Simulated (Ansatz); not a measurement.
**fluorite-type CoSi2 (0 0 1) on silicon (0 0 1), Sb on 1 of 2 substrate sites at each interface (film strained to the substrate, faces as cut)**

A periodic stack without vacuum, fluorite-type CoSi2 (0 0 1) on silicon (0 0 1), Sb on 1 of 2 substrate sites at each interface (film strained to the substrate, faces as cut): substrate slab Si22Sb2, film Co8Si16, surface cells [[-2, 0], [-1, -1]] and [[-2, 0], [-1, -1]], film strained by +2.1 and +2.1 %, faces Si/Si and Si/Co as cut (like faces can put a slab off its formula).

The start was prepared with a machine-learned potential, and the result is one local minimum, with the in-plane cell held and forces under 0.04 eV/Å; the film can end far from its bulk form.

These are PBE (plane waves to 420 eV, PAW; Ansatz, a first-principles code) values and carry that method's errors. Scalar-relativistic, without spin–orbit coupling; the runs are not spin-polarised. Its k-point mesh 4×7×1, Fermi–Dirac width 0.05 eV.

```
Quantity                                                                                                                  Value
--------------------------------------------------------------------------------  ---------------------------------------------
interface area                                                                                                          29.9 Å²
period                                                                                                                  28.27 Å
gaps between the outermost planes at the two interfaces                                                         2.30 and 1.34 Å
Sb–Si contacts across the interfaces within 1.22 times the sum of covalent radii                                 2, mean 2.73 Å
Co–Sb contacts across the interfaces within 1.22 times the sum of covalent radii                                 2, mean 2.54 Å
Si–Si contacts across the interfaces within 1.22 times the sum of covalent radii                                 2, mean 2.49 Å
Co–Si contacts across the interfaces within 1.22 times the sum of covalent radii                                 2, mean 2.35 Å
estimate of the barrier                                                           withheld, since the two interfaces are unlike
```

```xyz
48
Lattice="7.7352 -0.0001 0.1134 0.0000 3.8679 0.0030 -2.4742 0.0304 28.2414" Properties=species:S:1:pos:R:3 pbc="T T T"
Si     4.3607     0.4988     2.1498
Si     0.1100     0.4993     2.0803
Sb     2.2593     0.5012     0.6726
Si     6.1243     0.5070     0.5760
Si     6.0652     2.4216     4.9479
Si     2.1968     2.4286     4.8014
Si     4.1957     2.4313     3.5077
Si     0.2387     2.4315     3.4458
Si     4.0802     0.4857     7.6073
Si     0.2350     0.4837     7.5531
Si     2.1772     0.4931     6.1830
Si     6.0460     0.4857     6.2985
Si     5.9860     2.4273    10.3763
Si     2.1192     2.3884    10.3127
Si     4.0675     2.4188     8.9766
Si     0.2100     2.4161     8.9213
Si     3.9911     0.5035    13.0801
Si     0.1665     0.5082    13.0202
Si     2.1003     0.4488    11.6670
Si     5.9648     0.4966    11.7522
Sb     5.9257     1.6456    15.9400
Si     2.0509     2.3817    15.8260
Si     3.9424     2.4367    14.4575
Si     0.2026     2.4432    14.3997
Co     3.8023     2.4742    22.2354
Co    -0.0556     2.4765    22.1879
Co     5.7810     0.5970    19.6223
Co     1.9126     0.5006    19.5254
Co     3.7100     2.4715    27.4831
Co    -0.1592     2.4676    27.2768
Co    -2.0570     0.5391    24.7621
Co     1.8584     0.5399    24.8333
Si     1.8912     2.4513    20.9146
Si     5.7636     2.5095    20.9969
Si     3.8168     0.5427    20.9244
Si    -0.0317     0.5461    20.8672
Si     3.8628     0.5446    18.3208
Si    -0.0088     0.5325    18.2683
Si     1.9084     2.4468    18.1827
Si     5.7391     2.5462    18.3599
Si     1.8395     2.4726    26.1740
Si    -2.1084     2.4726    26.1051
Si     3.7499     0.5387    26.2042
Si    -0.1202     0.5349    26.0422
Si     3.7817     0.5398    23.5296
Si    -0.0749     0.5409    23.4855
Si     1.8569     2.4746    23.5333
Si    -2.0178     2.4738    23.4726
```
